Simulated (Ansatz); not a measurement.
The starting structures come from a database of crystals and need not be the phases stable at ambient conditions.

Here is the system:

```
CELL_PARAMETERS angstrom
      6.57871     0.00000     0.00000
      3.28935     7.24831     0.00000
      3.28935     0.00000     3.28935
ATOMIC_POSITIONS crystal
  Cs 0.35663 0.28674 0.00000
  Cs 0.64337 0.71326 0.00000
  Hg 0.00000 0.00000 0.00000
  F  0.15536 0.68928 0.00000
  F  0.84464 0.31072 0.00000
  F  0.00000 0.00000 0.50000
  F  0.50000 0.00000 0.50000
```

Space group of this cell: I4/mmm. The cell is taken as given.

Transport runs along the normal of the first two printed cell vectors, the (110) plane of the conventional cell.

No gap correction and no spin-orbit coupling; mid-gap values are interpolated between computed energies.

### Question
Estimate the band gap and the smallest decay constant κ at mid-gap that Ansatz (a quantum-chemistry and plane-wave program) with r2SCAN returns for this system.

### Answer
Gap 2.57 eV on a 10×10×10 mesh; κ = 0.390 1/Å, at (0.000, 0.500) of the in-plane reciprocal vectors. At the zone centre, at the nearest computed energy, the slowest state has κ = 0.39 1/Å.
